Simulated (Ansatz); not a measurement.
Levels about the gap of amorphous Ga24O39B2 (65 atoms in a cell of 809 Å³, 4.76 g/cm³; zone centre alone, so wide bands show as single levels with stretches between that a denser mesh fills), at the geometry that PBE relaxed, where it gives 1.4 GPa on a denser mesh. The participation number counts the atoms over which a state spreads; weights are charges in smoothed Voronoi cells. The levels come from a single point, so bond lengths are those of that geometry. Method of the levels: PBE, scalar-relativistic without spin-orbit coupling (Ansatz, a first-principles code). Sampling: the zone centre alone; Fermi-Dirac width 0.02 eV; no spin polarisation. At PBE the levels at the filled edge of the gap are localised (band-tail or defect states), and the nearest spread-out levels lie 2.1 eV apart at the zone centre.

Preparation: random packing, a CHGNet melt and quench, and a DFT relaxation. O atoms were pushed apart under 1.9 Å during the dynamics, to hinder bonds among them. The hot cell started wider than the set density and was brought back towards it in steps. It is the lowest in DFT energy of 2 quenches. It is a model cell: composition and starting density were chosen by hand, and all elements were melted together. No dispersion term was used. Its density started from a set value of 4.76 and ended at 4.76 g/cm³. The simulated quench (nominally 330 K/ps over its main leg) is rapid and tends to freeze in more defects than a deposited or slowly cooled glass has. Values belong to this one cell and scatter from quench to quench. The volume was held where the preparation left it and the shape relaxed, at a PBE pressure of 1.4 GPa. Stress components on the final sampling reach 1.5 GPa.

```json
[
 {"E - E(highest filled), eV": "-0.94", "filling": "filled", "participation number": "10.6", "largest on": "O, 2 neighbours", "weight O": "0.94", "weight Ga": "0.06", "weight B": "0.01"},
 {"E - E(highest filled), eV": "-0.89", "filling": "filled", "participation number": "8.8", "largest on": "O, 3 neighbours", "weight O": "0.95", "weight Ga": "0.05", "weight B": "0.00"},
 {"E - E(highest filled), eV": "-0.85", "filling": "filled", "participation number": "4.9", "largest on": "O, 2 neighbours", "weight O": "0.95", "weight Ga": "0.05", "weight B": "0.01"},
 {"E - E(highest filled), eV": "-0.73", "filling": "filled", "participation number": "4.8", "largest on": "O, 2 neighbours", "weight O": "0.95", "weight Ga": "0.04", "weight B": "0.01"},
 {"E - E(highest filled), eV": "-0.61", "filling": "filled", "participation number": "6.2", "largest on": "O, 2 neighbours", "weight O": "0.94", "weight Ga": "0.05", "weight B": "0.01"},
 {"E - E(highest filled), eV": "-0.37", "filling": "filled", "participation number": "2.2", "largest on": "O, 2 neighbours", "weight O": "0.94", "weight Ga": "0.05", "weight B": "0.01"},
 {"E - E(highest filled), eV": "0.00", "filling": "filled", "participation number": "2.8", "largest on": "O, 2 neighbours", "weight O": "0.94", "weight Ga": "0.05", "weight B": "0.01"},
 {"E - E(highest filled), eV": "1.00", "filling": "empty", "participation number": "56.6", "largest on": "Ga, 4 neighbours", "weight O": "0.53", "weight Ga": "0.46", "weight B": "0.01"},
 {"E - E(highest filled), eV": "3.25", "filling": "empty", "participation number": "27.5", "largest on": "Ga, 4 neighbours", "weight O": "0.54", "weight Ga": "0.46", "weight B": "0.00"},
 {"E - E(highest filled), eV": "3.40", "filling": "empty", "participation number": "26.0", "largest on": "Ga, 4 neighbours", "weight O": "0.54", "weight Ga": "0.45", "weight B": "0.00"},
 {"E - E(highest filled), eV": "3.63", "filling": "empty", "participation number": "41.9", "largest on": "Ga, 4 neighbours", "weight O": "0.55", "weight Ga": "0.43", "weight B": "0.01"},
 {"E - E(highest filled), eV": "3.85", "filling": "empty", "participation number": "29.8", "largest on": "Ga, 4 neighbours", "weight O": "0.55", "weight Ga": "0.44", "weight B": "0.01"},
 {"E - E(highest filled), eV": "4.07", "filling": "empty", "participation number": "41.6", "largest on": "Ga, 4 neighbours", "weight O": "0.58", "weight Ga": "0.41", "weight B": "0.00"},
 {"E - E(highest filled), eV": "4.23", "filling": "empty", "participation number": "40.6", "largest on": "Ga, 4 neighbours", "weight O": "0.57", "weight Ga": "0.42", "weight B": "0.01"}
]
```

Most localised among these is the filled level at -0.37 eV, on a O atom, which has 2 neighbours (Ga 1.80 Å, Ga 1.83 Å).
